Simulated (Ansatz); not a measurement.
Base system: GaAs in the zinc blende structure (space group F-43m, No. 216; a = 5.746 Å).

All numbers come from plane-wave PAW DFT at the PBE level (Ansatz, a quantum-chemistry and plane-wave program, 420 eV), no SOC.

For the base:

```
Item                 Value
-------------  -----------
Pressure          0.0 kbar
Band gap           0.16 eV
Gap character  direct at Γ
```

Perturbation: every lattice vector is shortened by 0.50 %, atoms relaxed at fixed cell.

### Question
Estimate the effect on the pressure.

### Answer
The pressure goes from zero to 9.4 kbar.

### Question
Estimate the effect on the band gap.

### Answer
The band gap increases by 0.11 eV, from 0.16 eV to 0.27 eV.

### Question
How does this affect the gap character?

### Answer
The gap character remains direct at Γ.

The cells carry an imposed strain or load. Stability against distortions was not tested. A zero or small gap of GaAs can be the functional's error rather than a property of the material.
